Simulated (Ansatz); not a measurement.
The parent structure is SnSe2 in the CdI2 type structure (space group P-3m1, No. 164; a = 3.840 Å, c = 6.006 Å; layered, stacked along the Cartesian z axis).

It is then changed as follows: a negative pressure, −1 GPa.

Levels (all Ansatz, a first-principles code, PAW): PBE-D3(BJ) (420 eV, spin-orbit coupling left out); r2SCAN (500 eV, no spin-orbit coupling); HSE06 (420 eV, without spin-orbit coupling); PBE+SOC (420 eV, with spin-orbit coupling).

One geometry, relaxed with PBE-D3(BJ), under each level:

```json
[
 {"level": "PBE-D3(BJ)", "band gap": "0.60 eV", "lowest conduction level above the VBM at special points": "L 0.67 eV; Γ 0.86 eV; M 1.11 eV; K 1.12 eV"},
 {"level": "r2SCAN", "band gap": "0.87 eV", "lowest conduction level above the VBM at special points": "L 0.93 eV; Γ 1.27 eV; M 1.35 eV; K 1.38 eV"},
 {"level": "HSE06", "band gap": "1.24 eV", "lowest conduction level above the VBM at special points": "L 1.30 eV; Γ 1.60 eV; M 1.73 eV"},
 {"level": "PBE+SOC", "band gap": "0.57 eV", "lowest conduction level above the VBM at special points": "L 0.64 eV; Γ 0.84 eV; M 1.09 eV; K 1.08 eV"}
]
```

Single points use the geometry relaxed with PBE-D3(BJ). Their cutoffs differ, which shifts pressures a little. The hybrid gap comes from the SCF mesh plus the semilocal run's edge points and a few special points and is an upper bound. Differences between runs with and without spin-orbit coupling are approximate. Load acts through the strain it causes; cell and atoms are relaxed under it. Stability against distortions was not tested.
